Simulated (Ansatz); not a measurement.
Slab thickness and the (0001) surface of hcp Ru: the same face, mesh and vacuum, all atoms relaxed.

Method: PBE (plane waves to 420 eV, PAW; Ansatz, an electronic-structure program).

```tsv
atoms	thickness (Å)	γ (J/m²)	work function, top face (eV)	rough cost
4	6.3	___	4.99	very roughly 26 core-seconds
6	10.6	___	4.99	about 80 core-seconds (a rough figure)
8	14.9	2.64	4.98	about 70 core-seconds (a rough figure)
10	19.2	2.64	4.98	roughly 90 core-seconds
14	27.8	2.64	4.98	around 3 core-minutes (rough)
```

Problem. Fill in the missing entries.

Solution. 
- 4, γ (J/m²): 2.65
- 6, γ (J/m²): 2.62
